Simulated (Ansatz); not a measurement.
## What pressure −2 GPa does to WSe2

The parent structure is WSe2 in the 2H-MoS2 type structure (space group P6_3/mmc, No. 194; a = 3.279 Å, c = 12.786 Å; layered, stacked along the Cartesian z axis).

Now apply this change: hydrostatic tension (pressure −2 GPa).

All numbers come from PBE-D3(BJ) (Ansatz, a quantum-chemistry and plane-wave program; PAW; 420 eV plane waves; scalar-relativistic without spin-orbit coupling). k-mesh 12×12×3 (Γ-centred); smearing 0.05 eV (Fermi–Dirac).

The density falls by 0.54 g/cm³ to 8.99 g/cm³ and the lattice parameter a increases by 0.025 Å, from 3.279 Å to 3.304 Å. The c/a ratio goes up by 0.143 to 4.042 and the enthalpy H = E + PV relative to the base's energy is -0.25 eV/atom. The band gap rises by 0.21 eV to 1.08 eV and the gap character is still indirect, Γ → K–Γ (47 % along). The smallest direct gap falls by 0.043 eV (1.57 eV → 1.52 eV) and the mean gap deformation potential ΔEg/Δln V amounts to +3.6 eV. The width of the top valence band falls by 0.137 eV (1.52 eV → 1.39 eV) and the hole mass goes from 1.3 mₑ along c, 0.70 mₑ across (at Γ) to 1.0 mₑ along c, 0.91 mₑ across (at Γ). The valence-band top at Γ (three highest levels, from the VBM) becomes 0.00, -0.96, -1.21 eV (base: 0.00, -0.96, -1.20 eV).

Spin-orbit coupling, missing from the scalar runs, can matter with W. Load acts through the strain it causes; cell and atoms are relaxed under it. Masses are band curvatures over ±0.01 Å⁻¹ around the edge. Stability against distortions was not tested.
